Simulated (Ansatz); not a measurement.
**fcc Rh (1 1 0) on silicon (1 1 0) (film strained to the substrate, started from cuts of the bulks and a machine-learned relaxation; slabs Si16 and Rh16, which can lie off the formulas)**

A periodic stack without vacuum, fcc Rh (1 1 0) on silicon (1 1 0) (film strained to the substrate, started from cuts of the bulks and a machine-learned relaxation; slabs Si16 and Rh16, which can lie off the formulas): substrate slab Si16, film Rh16, surface cells [[0, -1], [1, -1]] and [[1, 0], [1, 2]], film strained by +1.0 and +1.0 %, outermost planes Si/Si and Rh/Rh as cut, which need not be the usual terminations and can put a slab off its formula.

The start was prepared with a machine-learned potential, and the result is one local minimum, with the in-plane cell held and forces under 0.04 eV/Å; the film can end far from its bulk form.

Level of theory: PBE (plane waves to 420 eV, PAW; Ansatz, an electronic-structure program). Spin–orbit coupling is left out; the runs are not spin-polarised; PBE gaps are too small against experiment. Its k-point mesh 10×6×1, Fermi–Dirac width 0.05 eV.

* **interface area**: 21.2 Å²
* **period**: 25.06 Å
* **heights between the nearest atoms of the two slabs at the two interfaces**: -0.54 and 0.29 Å
* **Rh–Si contacts across the interfaces within 1.22 times the sum of covalent radii**: 22, mean 2.45 Å

```
RhSi
1.0
    3.86801     0.00187    -0.03598
    3.86778     5.46863     0.15856
    0.81385     3.66928    25.20386
Si Rh
16 16
Direct
  0.18696   0.47445   0.09548
  0.46627   0.69307   0.11138
  0.34084   0.83856   0.01905
  0.87979   0.30139   0.00958
  0.29751   0.34345   0.24930
  0.55622   0.58352   0.25633
  0.24261   0.90816   0.18186
  0.49705   0.15532   0.17197
  0.38839   0.21970   0.40186
  0.64311   0.46336   0.41093
  0.35401   0.77520   0.33269
  0.60390   0.02643   0.32587
  0.60713   0.17372   0.58421
  0.11356   0.33044   0.50067
  0.31930   0.64260   0.49500
  0.57664   0.90251   0.47574
  0.91684   0.82670   0.65204
  0.38088   0.34767   0.65818
  0.32529   0.96281   0.56270
  0.76552   0.46905   0.57748
  0.47778   0.23918   0.76151
  0.97348   0.74581   0.75916
  0.68142   0.54440   0.70457
  0.18691   0.03954   0.70612
  0.04677   0.65596   0.86712
  0.54683   0.15561   0.86757
  0.26004   0.95063   0.81452
  0.75696   0.45358   0.81134
  0.60915   0.07650   0.97988
  0.12519   0.55750   0.99816
  0.82951   0.36510   0.91762
  0.34003   0.85302   0.92358
```
